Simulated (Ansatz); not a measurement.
The reference is Si (space group I4_132, No. 214; a = 6.395 Å; a hypothetical phase, not in the database extracts checked).

Method: PBEsol/PAW in Ansatz (a first-principles code), scalar-relativistic without spin-orbit coupling.

Before the change:

| Quantity | Result |
|---|---|
| Volume per atom | 32.69 Å³ |

One thing is altered: cell and atoms relaxed at a pressure of 3 GPa.

Problem. What happens to the volume per atom?

Solution. The volume per atom falls by 1.81 Å³, from 32.69 Å³ to 30.88 Å³.

Load acts through the strain it causes; cell and atoms are relaxed under it. No phonon test of stability was made.
